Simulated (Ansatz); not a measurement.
Results of PBEsol (plane waves, PAW; Ansatz, a first-principles code) for As (model structure, started from the bcc type, Im-3m, No. 229, 1 atoms in the cell).

Numerical settings: plane-wave cutoff 520 eV, 22×22×22 k mesh, Fermi–Dirac smearing 0.05 eV, scalar-relativistic PAW data made under PBE.

Cell (relaxed at this level):

```cif
data_As
_chemical_formula_sum 'As1'
_space_group_name_H-M_alt 'P 1'
_space_group_IT_number 1
_cell_length_a 2.86912
_cell_length_b 2.86912
_cell_length_c 2.86912
_cell_angle_alpha 109.471
_cell_angle_beta 109.471
_cell_angle_gamma 109.471
loop_
_space_group_symop_operation_xyz
  'x, y, z'
loop_
_atom_site_label
_atom_site_type_symbol
_atom_site_fract_x
_atom_site_fract_y
_atom_site_fract_z
_atom_site_occupancy
As1 As 0.00000 0.00000 0.00000 1
```

Question: What does this level give for the bulk modulus?

Answer: 
* **bulk modulus**: 96.5 GPa

The run finds no gap.

Note: the bulk modulus is −V dP/dV from two relaxed cells at ±2 % in volume; the relaxation could raise the start's symmetry but not lower it, so the cell can be a saddle point.

Static lattice: no zero-point or thermal effects.

Computing time: around 17 core-seconds (rough).

A model structure was made by putting elements into a prototype or built by hand; it is no filed structure, need not be a known phase, and can be a saddle point held by its symmetry.
